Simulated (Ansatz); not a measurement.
For cubic perovskite CsPbBr3 (cubic high-temperature phase), r²SCAN+SOC (Ansatz, an electronic-structure program, plane waves, PAW) gives:

```
Quantity                          Value
-----------------------------  --------
lattice constant a              5.929 Å
bulk modulus B0                21.1 GPa
band gap at the measured cell   0.62 eV
```

Question: What does HSE06 (PAW; Ansatz) give for the same quantities?

Answer: 
- lattice constant a: 5.971 Å (increases by 0.7 %)
- bulk modulus: 19.8 GPa (falls by 6.2 %)
- band gap at the measured cell: 2.12 eV (grows by 1.50 eV)

Changes are worked out from the printed values.

Unless a cell is named, each level is at its own relaxed cell (r²SCAN+SOC 41.69, HSE06 42.58 Å³/atom).

Levels without +SOC leave out spin–orbit coupling, which shifts energies and cells of such heavy elements.

Spin–orbit coupling is included only where a level's name says +SOC; with heavier elements it mostly lowers gaps and can invert bands. Density-functional gaps are differences of (generalised) Kohn–Sham levels.

Caveats: the relaxation could not lower the start's symmetry, so the cell can be a saddle point above a distorted one (r²SCAN+SOC, HSE06). Ansatz's density-functional and Hartree–Fock values are scalar-relativistic unless marked +SOC, with PAW data made under PBE.
